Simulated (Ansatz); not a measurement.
# BN, response to strain

The reference is BN in the zinc blende structure (space group F-43m, No. 216; a = 3.610 Å).

Strains are applied to the cell and any free atomic positions relax.

The values are results of r2SCAN, PAW, 500 eV (Ansatz, a first-principles code; without spin-orbit coupling), not measurements.

Notes on the quantities. energy relative to the base: free energy F.

```json
[
 {"isotropic strain (%)": "-3", "energy relative to the base (meV/atom)": "63.1"},
 {"isotropic strain (%)": "-2.5", "energy relative to the base (meV/atom)": "43.2"},
 {"isotropic strain (%)": "-2", "energy relative to the base (meV/atom)": "27.3"},
 {"isotropic strain (%)": "-1.5", "energy relative to the base (meV/atom)": "?"},
 {"isotropic strain (%)": "-1", "energy relative to the base (meV/atom)": "6.6"},
 {"isotropic strain (%)": "-0.5", "energy relative to the base (meV/atom)": "1.6"},
 {"isotropic strain (%)": "0", "energy relative to the base (meV/atom)": "0.0"}
]
```

Q: Fit ΔE = Aε² + Bε³ (ε in %) to the rows shown and predict the withheld row.

A: Least squares on the printed values gives A = 6.43 and B = -0.19 meV/atom (largest residual 0.0 meV/atom); this predicts 15.1 meV/atom, and the run gives 15.2 meV/atom, in agreement.

No phonon test of stability was made.
